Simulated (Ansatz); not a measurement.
We consider Ge2Sb2Te5 (model structure, R-3m, No. 166, 9 atoms in the cell), described by r²SCAN+rVV10 (PAW; Ansatz, a first-principles code).

Run with plane-wave cutoff 560 eV, 10×10×10 k mesh, Fermi–Dirac smearing 0.01 eV, scalar-relativistic PAW data made under PBE.

Cell (relaxed at this level):

```cif
data_Ge2Sb2Te5
_chemical_formula_sum 'Te5 Ge2 Sb2'
_space_group_name_H-M_alt 'P 1'
_space_group_IT_number 1
_cell_length_a 17.62036
_cell_length_b 17.62036
_cell_length_c 17.62036
_cell_angle_alpha 13.806
_cell_angle_beta 13.806
_cell_angle_gamma 13.806
loop_
_space_group_symop_operation_xyz
  'x, y, z'
loop_
_atom_site_label
_atom_site_type_symbol
_atom_site_fract_x
_atom_site_fract_y
_atom_site_fract_z
_atom_site_occupancy
Te1 Te 0.00000 0.00000 0.00000 1
Ge1 Ge 0.69942 0.69942 0.69942 1
Te2 Te 0.39807 0.39807 0.39807 1
Sb1 Sb 0.10333 0.10333 0.10333 1
Te3 Te 0.80269 0.80269 0.80269 1
Te4 Te 0.19731 0.19731 0.19731 1
Sb2 Sb 0.89667 0.89667 0.89667 1
Te5 Te 0.60193 0.60193 0.60193 1
Ge2 Ge 0.30058 0.30058 0.30058 1
```

### Question
Estimate the band gap and smallest direct gap on the k points sampled that the calculation returns.

### Answer

* **band gap**: 0.38 eV
* **smallest direct gap on the k points sampled**: 0.42 eV

Note: the relaxation could raise the start's symmetry but not lower it, so the cell can be a saddle point.

Spin–orbit coupling is not included; with these elements it can move the gap by several tenths of an eV or more.

A model structure was made by putting elements into a prototype or built by hand; it is no filed structure, need not be a known phase, and can be a saddle point held by its symmetry.
